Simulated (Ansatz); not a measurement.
Inside the gap of an insulator the Bloch states are evanescent, with a wavenumber k + iκ along the transport direction.

Here is the system:

```
HfO2
1.0
    5.15064     0.00000     0.00000
    0.00000     5.27621     0.00000
    0.00000     0.84594     5.02345
Hf O
4 8
Direct
  0.54194   0.29209   0.27614
  0.45806   0.70791   0.72386
  0.04194   0.20791   0.72386
  0.95806   0.79209   0.27614
  0.25747   0.02142   0.44800
  0.74253   0.97858   0.55200
  0.75747   0.47858   0.55200
  0.24253   0.52142   0.44800
  0.66924   0.65375   0.06836
  0.33076   0.34625   0.93164
  0.16924   0.84625   0.93164
  0.83076   0.15375   0.06836
```

The cell is taken as given; by r2SCAN it stands under a pressure of 3.8 GPa.

Transport runs along the normal of the first two printed cell vectors.

The gap is the functional's own, uncorrected, and κ follows it; spin-orbit coupling is left out. Mid-gap means the computed energy nearest the middle.

Task: Estimate the band gap and the smallest decay constant κ at mid-gap that r2SCAN (Ansatz, a quantum-chemistry and plane-wave program) returns for this system.

Result: Gap 4.64 eV on a 6×6×6 mesh; κ = 0.364 1/Å, at the zone centre.
